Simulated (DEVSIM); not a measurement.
System: p-channel Si planar bulk MOSFET with SiO2, at 350 K.

```
Quantity                                                      Value
-----------------------  ------------------------------------------
Gate length                                                  130 nm
Source drain length                                          104 nm
Dielectric thickness                                         2.3 nm
Lateral straggle                                            10.3 nm
Underlap                                                       0 nm
Junction depth                                              37.4 nm
Substrate depth                                              318 nm
Gate work function                                          5.05 eV
Source and drain doping  1.7e20 cm⁻³, Gaussian tails under the gate
Body doping                                             4.1e17 cm⁻³
Lifetime                                                     5e-7 s
Supply                                                          1 V
Back or body bias                                             0.5 V
```

All mobilities are scaled by 0.2; velocity saturation, μ/(1 + (μE/vsat)^b)^(1/b) with b = 2 for electrons and 1 for holes and E the electric field along each mesh edge, is on. Mobility is constant in doping.

This is a model device: material constants are rounded textbook-type values typed into the input, and sizes, dopings and lifetimes were drawn at random. Values at 300 K; Nc and Nv go as T^1.5, mobilities as T to minus their exponent, the gap by Varshni's rule with the affinity fixed.

Si: gap (eV) 1.124, affinity (eV) 4.05, permittivity 11.7, Nc (cm⁻³) 2.86e19, Nv (cm⁻³) 3.1e19, μn (cm²/Vs) 1417, μp (cm²/Vs) 470, T exponent of μn 2.3, T exponent of μp 2.2, vsat,n (cm/s) 1e7, vsat,p (cm/s) 8.4e6, Varshni α (eV/K) 0.000473, Varshni β (K) 636. SiO2: gap (eV) 9, affinity (eV) 0.9, permittivity 3.9.

Simulated with DEVSIM: 2D drift-diffusion, Boltzmann statistics, complete ionisation; no quantum confinement, tunnelling, impact ionisation, self-heating, contact resistance or fringe fields beside the gate. Metal contacts follow the ideal Schottky-Mott rule: no Fermi-level pinning, no interface dipoles.

Transfer curves, |Id| in μA/μm:

| Vg (V) | Vd = -0.05 V | Vd = -1 V |
|---|---|---|
| 0.3 | 1.223e-6 | 8.751e-6 |
| 0.25 | 4.646e-6 | 3.246e-5 |
| 0.2 | 1.766e-5 | 0.0001208 |
| 0.15 | 6.714e-5 | 0.0004495 |
| 0.1 | 0.0002547 | 0.001669 |
| 0.05 | 0.0009618 | 0.006169 |
| 0 | 0.003607 | 0.02261 |
| -0.05 | 0.01337 | 0.08146 |
| -0.1 | 0.04848 | 0.2827 |
| -0.15 | 0.1676 | 0.9045 |
| -0.2 | 0.5223 | 2.510 |
| -0.25 | 1.356 | 5.760 |
| -0.3 | 2.798 | 10.97 |
| -0.35 | 4.712 | 18.19 |
| -0.4 | 6.906 | 27.22 |
| -0.45 | 9.227 | 37.92 |
| -0.5 | 11.61 | 50.13 |
| -0.55 | 14.02 | 63.64 |
| -0.6 | 16.42 | 78.34 |
| -0.65 | 18.82 | 94.13 |
| -0.7 | 21.20 | 110.9 |
| -0.75 | 23.57 | 128.6 |
| -0.8 | 25.92 | 147.2 |
| -0.85 | 28.26 | 166.5 |
| -0.9 | 30.57 | 186.5 |
| -0.95 | 32.87 | 207.2 |
| -1 | 35.14 | 228.5 |

Q: Work out the subthreshold swing at low drain bias from the rows at 0.2 and 0.15 V, and compare it with the thermal limit.

A: log10(6.714e-5/1.766e-5) = 0.580 over 50.0 mV, so S = 86.2 mV/decade. The limit kT/q ln 10 is 69.4 mV/decade; the ratio is 1.24. This is the steepest step of the table.

Q: Find both thresholds at the constant current 0.1 μA × (1 μm/L) a micrometre, and the DIBL.

A: The current is 0.769 μA/μm. Interpolating ln Id gives -0.220 V and -0.143 V; their difference over the 0.95 V of drain bias is 81 mV/V.

Source and drain are degenerate, where Boltzmann statistics are only rough. The electric field that drives the saturation includes the junctions' built-in field, which lowers the mobility there even at small currents: subthreshold currents come out too low, a known weakness of this choice.
